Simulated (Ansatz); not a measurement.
The starting structures come from a database of crystals and need not be the phases stable at ambient conditions.

 Where the default PAW files enter, the runs use the earlier of Ansatz's two default sets.

The decay constant κ of evanescent states in the gap governs leakage through a thin film.

Input:

```yaml
crystal:
  lattice:
    - [3.54687, 0.00000, 0.00000]
    - [-1.77344, 3.07168, 0.00000]
    - [0.00000, 0.00000, 4.59684]
  atoms:
    - { symbol: Cd, position: [0.00000, 0.00000, 0.00000] }
    - { symbol: H, position: [0.66667, 0.33333, 0.54834] }
    - { symbol: H, position: [0.33333, 0.66667, 0.45166] }
    - { symbol: O, position: [0.66667, 0.33333, 0.76009] }
    - { symbol: O, position: [0.33333, 0.66667, 0.23991] }
```

Space group of this cell: P-3m1. The cell was relaxed by PBE-D3(BJ); by r2SCAN its mean pressure is -2.0 GPa.

Transport runs along the normal of the first two printed cell vectors, the (001) plane of the conventional cell.

No gap correction and no spin-orbit coupling; mid-gap values are interpolated between computed energies.

State the band gap and the smallest decay constant κ at mid-gap according to r2SCAN in Ansatz (an electronic-structure program).

Gap 2.21 eV on a 12×12×8 mesh; κ = 0.339 1/Å, at the zone centre.
